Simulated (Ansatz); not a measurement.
The starting structures come from a database of crystals and need not be the phases stable at ambient conditions.

Tunnelling through a barrier is set by its complex band structure: the current falls as exp(−2κd) with the smallest κ.

```xyz
14
Lattice="5.8672 0.0000 0.0000 -2.9336 8.7137 0.0000 2.9336 0.0000 7.1624" Properties=species:S:1:pos:R:3 pbc="T T T"
Sr    -1.4573     5.7798     0.0308
Sr     4.4099     2.9339     7.1316
Sr     5.8767     1.4230     3.5504
Sr     0.0095     7.2908     3.6120
Sr     2.9091     4.3569     3.5812
Sr     4.3759     0.0000     0.0000
P     -0.0058     4.3816     2.4303
P      5.8614     4.3321     4.7321
P      1.4610     0.0247     1.1509
P      1.4610     8.6890     6.0115
P      1.4071     3.0162     5.8442
P      1.4071     5.6976     1.3182
P      2.8739     7.3730     4.8994
P      2.8739     1.3407     2.2630
```

Space group of this cell: Fdd2. The cell is taken as given; by PBEsol its mean pressure is -1.7 GPa.

Transport runs along the normal of the first two printed cell vectors.

No gap correction and no spin-orbit coupling; mid-gap values are interpolated between computed energies.

Q: State the band gap and the smallest decay constant κ at mid-gap according to PBEsol run with Ansatz (a first-principles code).

A: Gap 0.86 eV on a 6×6×6 mesh; κ = 0.155 1/Å, at the zone centre.
